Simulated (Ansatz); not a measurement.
Data:

```yaml
crystal:
  lattice:
    - [0.00000, 5.67150, 5.47187]
    - [5.67150, 0.00000, 5.47187]
    - [5.67150, 5.67150, 0.00000]
  atoms:
    - { symbol: Cs, position: [0.25000, 0.25000, 0.25000] }
    - { symbol: Cs, position: [0.75000, 0.75000, 0.75000] }
    - { symbol: Ag, position: [0.50000, 0.50000, 0.50000] }
    - { symbol: Bi, position: [0.00000, 0.00000, 0.00000] }
    - { symbol: Br, position: [0.74909, 0.25091, 0.25091] }
    - { symbol: Br, position: [0.25091, 0.74909, 0.74909] }
    - { symbol: Br, position: [0.25091, 0.74909, 0.25091] }
    - { symbol: Br, position: [0.74909, 0.25091, 0.74909] }
    - { symbol: Br, position: [0.25624, 0.25624, 0.74376] }
    - { symbol: Br, position: [0.74376, 0.74376, 0.25624] }
```

No spin polarisation.

Level of theory: Kohn–Sham DFT with the r2SCAN functional, run in Ansatz (a program for electronic structure) with PAW and 500 eV plane waves, no spin-orbit coupling. k-mesh 5×5×5 (Γ-centred); smearing 0.05 eV (Fermi–Dirac).

Task: Predict the band gap.

Result: 1.45 eV.

Task: What is the computed space group?

Result: I4/mmm (No. 139).

Task: What is the computed gap character?

Result: Indirect, M → N.

Task: What stress (xx, yy, zz, yz, xz, xy; compression positive) does the calculation give?

Result: (0.66, 0.66, 1.91, 0.00, 0.00, 0.00) GPa.

Spin-orbit coupling, missing from the scalar runs, can matter with Bi. The cells carry an imposed strain or load. Stability against distortions was not tested. The cell was made from Cs2AgBiBr6 (space group Fm-3m, No. 225) by this change: uniaxial strain ε_zz = −3.52 %.
